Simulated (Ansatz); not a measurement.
Structures of equal composition on the (111)A surface of zinc-blende InSb (In plane on top): 2x2 Si adatom at H3; 2x2 Si adatom at T4. The slabs share one bottom face, and each structure is named by its start. These are constructed structures in small cells; real faces may alloy, dewet or reconstruct in larger ones, and not all known structures of the face are among them. Slabs of about 16 Å with all that they carry, Fermi-Dirac smearing of 0.025 eV. Bottom of the slabs: H caps. Relaxed from the named starts with such symmetry as they have, on meshes of like density; energies extrapolated to zero smearing; no spin-orbit coupling, no U. Spin-polarised runs, if any, are marked in brackets, and their order is one that fits the cell; the others ran without spin.

Host crystal: zinc-blende InSb, a metal or without a clear band gap (PBE, scalar-relativistic without spin-orbit coupling).

Level of theory: PBE (plane waves to 420 eV, PAW; Ansatz, a quantum-chemistry and plane-wave program).

### Question
Put the candidates in order of energy per 1x1 cell, lowest first, for PBE.

### Answer
2x2 Si adatom at T4 (0.000 eV [spin start, no net moment], no gap over 0.04 eV on the mesh), 2x2 Si adatom at H3 (0.076 eV [spin, 0.6 μB a cell], no gap over 0.04 eV on the mesh)
